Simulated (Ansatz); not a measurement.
How the lattice parameter c of W (model structure, R-3m, No. 166, 13 atoms in the cell) moves with the method

No measured value is used here.

```json
[
 {"level (code)": "LDA (Ansatz)", "value (Å)": "27.465"},
 {"level (code)": "PBEsol (Ansatz)", "value (Å)": "27.683"},
 {"level (code)": "r²SCAN (Ansatz)", "value (Å)": "27.934"}
]
```

Density-functional levels without +SOC have no spin–orbit coupling. LDA, PBEsol, r²SCAN: the run has no spin polarisation, so it can have missed a magnetic state. Cutoffs differ between the levels. Ansatz's density-functional and Hartree–Fock values are scalar-relativistic unless marked +SOC, with PAW data made under PBE.

A model structure was made by putting elements into a prototype or built by hand; it is no filed structure, need not be a known phase, and can be a saddle point held by its symmetry.

Ansatz is an electronic-structure program.
